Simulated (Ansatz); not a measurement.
## A constructed model of the (111) surface of fcc Ag, a layer of Ga in place of the second plane (bottom of the slab: a bare face, its two planes held)

The numbers are results of PBE (plane waves to 420 eV, PAW; Ansatz, a first-principles code), not measurements.

Set-up: 6 atoms, 11.7 Å thick at the start with caps and adatoms (thin: gaps and levels are the slab's own); mesh 15x15x1; 0.1 eV smearing; dipole correction on; 2 atoms held, the rest relaxed; held to the start's symmetry, so lower structures may exist; no spin, no spin-orbit, no U. In PBE it is, or lies within 0.01 eV a 1x1 cell of, the lowest of the 2 structures of its composition computed so far; subsurface sites and larger cells were not tried.

The work function of the top face is 4.67 eV, the energy released by relaxation is 0.012 eV and the cost comes out as around 80 core-seconds (rough).
